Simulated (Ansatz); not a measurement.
Migration barriers: C-vacancy pair in wurtzite GaN, neutral cell

System: C-vacancy pair (C on one host N site, one N site vacant) in wurtzite GaN (neutral cell). All values below come from PBE, PAW (plane waves to 420 eV; Ansatz, an electronic-structure program).

Settings: 72 host sites, the relaxed PBE lattice, one k-point at (0.125, 0.250, 0.250), smearing 0.01 eV, spin-restricted, no image-charge correction. Energies are static. The charge state is imposed; whether it is stable for some Fermi level was not computed. Forms of the defect that were not tried may lie lower.

Barriers: single points on a 2×2×2 k-point mesh shifted by half a step along c at the bands' geometries (they differ from the bands' own by up to 0.22 eV, and are uncertain by about as much).

```tsv
Route	Start site over the lowest site run (eV)	Hop (Å)	Forward barrier (eV)	Backward barrier (eV)	Neighbours at the start	Neighbours at the saddle	Saddle order	Forward, on the band's own sampling (eV)
a nearby N atom hops onto the vacant site (C-vacancy distance between ideal sites 3.21 → 5.57 Å)	0.00	3.19	3.50	3.28	Ga at 1.96, 2 Ga at 1.97, Ga at 1.98 Å	Ga at 1.86, Ga at 2.12, Ga at 2.20, Ga at 2.34 Å	not checked	3.41
a nearby N atom hops onto the vacant site (C-vacancy distance between ideal sites 3.21 → 4.55 Å)	0.00	3.20	3.62	3.37	3 Ga at 1.97, Ga at 1.99 Å	Ga at 1.86, 2 Ga at 2.13 Å	not checked	3.58
a nearby N atom hops onto the vacant site (C-vacancy distance between ideal sites 3.21 Å throughout)	0.00	3.24	3.64	3.64	2 Ga at 1.96, Ga at 1.97, Ga at 1.99 Å	Ga at 1.87, 3 Ga at 2.27, Ga at 2.29 Å	not checked, on a symmetry element	3.42
```

Paths come from nudged elastic bands with a climbing image. Of the routes that converged and passed our checks, the lowest saddle point lies 3.50 eV above the lowest of the sites run (a nearby N atom hops onto the vacant site (C-vacancy distance between ideal sites 3.21 → 5.57 Å)); other sites, such as split forms, and other routes may lie lower. A band can be held on a symmetry element, so unchecked saddle points there may be too high.

The whole set of runs took very roughly 1.9 core-hours.
